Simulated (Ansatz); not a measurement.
The starting structures come from a database of crystals and need not be the phases stable at ambient conditions.

 Where the default PAW files enter, the runs use the earlier of Ansatz's two default sets.

Crystal: BaO (P6_3/mmc, NiAs type, not sure to be the ambient phase, 4 atoms a cell, 21.0 Å³ an atom, -4 GPa at this level); planes in its conventional cell.

Level of theory: PBEsol (plane waves, PAW; Ansatz, an electronic-structure program).

The gap is the functional's own. No spin-orbit coupling. Mid-gap values are interpolated on the energy grid.

| plane | area of the cell (Å²) | mid-gap κ (1/Å) | largest κ in the gap (1/Å) |
|---|---|---|---|
| (001) | 12.6 | 0.27 | 0.28 |
| (100) | 25.4 | (withheld) | (withheld) |
| (110) | 44.0 | (withheld) | (withheld) |
| (111) | 45.8 | (withheld) | (withheld) |

Problem. The slowest decay depends on the direction. Supply the withheld values.

Solution. 
- (100), mid-gap κ (1/Å): 0.31
- (100), largest κ in the gap (1/Å): 0.32
- (110), mid-gap κ (1/Å): 0.31
- (110), largest κ in the gap (1/Å): 0.32
- (111), mid-gap κ (1/Å): 0.30
- (111), largest κ in the gap (1/Å): 0.30
